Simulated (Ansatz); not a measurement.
ZnSe in the zinc blende structure (space group F-43m, No. 216)

ZnSe is taken in the cubic space group F-43m (No. 216), the zinc blende structure, Pearson symbol cF8. Conventional cell: a = b = c = 5.568 Å, α = β = γ = 90.00°. Zn on 4a is surrounded by 4 Se at 2.411 Å (tetrahedral). Se on 4d has 4 Zn at 2.411 Å (tetrahedral). (Neighbours: up to the widest gap in distance over summed covalent radii, below 1.35, at either atom; cation-cation and far metal-metal contacts left out.)
(The calculation used a cell of 2 atoms; values per cell refer to that cell.)

Level of theory: LDA (Ansatz, a first-principles code; PAW; 420 eV plane waves; no SOC). k-mesh 10×10×10 (Γ-centred); smearing 0.05 eV (Fermi–Dirac).

| Quantity | Result |
|---|---|
| Volume per atom | 21.57 Å³ |
| Density | 5.56 g/cm³ |
| Band gap | 1.25 eV, direct at Γ |
| Electron mass | 0.090 mₑ |
| Hole mass (degenerate bands, along [100]) | 0.094, 0.55, 0.55 mₑ |
| Lowest conduction-band minima above the VBM | Γ 1.25 eV; L along ⟨111⟩ 2.45 eV; X along ⟨100⟩ 2.69 eV |
| Total energy | -4315.426 eV/atom (σ→0; compares only within this code and set-up) |

Effective masses come from finite differences of ±0.01 Å⁻¹. Whether these cells are dynamically stable was not tested.
